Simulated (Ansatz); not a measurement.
InSb: uniaxial stress, 8 GPa compression along x

Consider InSb in the zinc blende structure (space group F-43m, No. 216; a = 6.5559 Å). Axes: x, y, z lie along the cube axes.

It is then changed as follows: uniaxial stress, 8 GPa compression along x; all other stress components relax to zero.

The values are results of r2SCAN (Ansatz, a program for electronic structure; PAW; 500 eV plane waves; scalar-relativistic without spin-orbit coupling), not measurements. k-mesh 12×12×12 (Γ-centred); smearing 0.05 eV (Fermi–Dirac).

| quantity | base | changed | shift |
|---|---|---|---|
| volume per atom | 35.22 Å³ | 26.48 Å³ | -8.74 Å³ |
| space group | F-43m (No. 216) | I-4m2 (No. 119) | – |
| shortest interatomic distance | 283.9 pm | 300.2 pm | +16.3 pm |
| energy relative to the base (free energy F) | 0 meV/atom | +0.249 eV/atom | +0.249 eV/atom |
| band gap | zero | zero | – |
| strain response (xx, yy, zz) (rough) | – | (−54.22, +28.15, +28.15) % | – |

Final structure:

```xyz
2
Lattice="0.0000 4.2007 4.2007 1.5008 0.0000 4.2007 1.5008 4.2007 0.0000" Properties=species:S:1:pos:R:3 pbc="T T T"
Sb     2.2512     6.3011     6.3011
In     0.0000     0.0000     0.0000
```

Without a gap, meshes like the base's 12×12×12 leave anisotropic stresses uncertain by several tenths of a GPa, and small strain energies with them. With Sb present, leaving out spin-orbit coupling can change the band edges. Stability under load was not tested beyond the relaxation. All final runs are without spin polarisation. Under uniaxial stress, 8 GPa compression along x the cell changed shape so far that it is another structure. Gaps under 0.05 eV, about the width of the smearing, are given as zero. The zero or small gap of InSb can change with the level of theory.
